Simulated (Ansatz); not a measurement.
Thickness series in Os

The parent structure is Os in the fcc (Cu type) structure (space group Fm-3m, No. 225; a = 3.821 Å). Axes: x, y, z lie along the cube axes.

Free-standing slabs (1 atom(s) a layer) normal to [111] with 15 Å of vacuum; in-plane cell held at bulk.

Calculations: DFT with PBEsol, PAW potentials and a 420 eV plane-wave cutoff in Ansatz (a first-principles code), no spin-orbit coupling.

Notes on the quantities. excess energy per area of both faces: slab less bulk energy over the cell's area: twice a surface energy; uncertain by up to 0.2 J/m²; layer's space group: with vacuum.

| change | excess energy per area of both faces | layer's space group | thickness between the outermost nuclei |
|---|---|---|---|
| 1 layer | – | P6/mmm (No. 191) | – |
| 2 layers | 5.69 J/m² | P-3m1 (No. 164) | 2.02 Å |
| 3 layers | 5.9 J/m² | P-3m1 (No. 164) | 4.26 Å |
| 4 layers | 6.4 J/m² | P-3m1 (No. 164) | 6.48 Å |
| 5 layers | 6.1 J/m² | P-3m1 (No. 164) | 8.67 Å |
| 6 layers | 6.2 J/m² | P-3m1 (No. 164) | 10.88 Å |
| 7 layers | 6.2 J/m² | P-3m1 (No. 164) | 13.09 Å |

Slab and bulk use different k-meshes, which limits the precision of the excess energy. Whether these cells are dynamically stable was not tested. All final runs are without spin polarisation. This is not the structure that Os has at room temperature and ambient pressure.
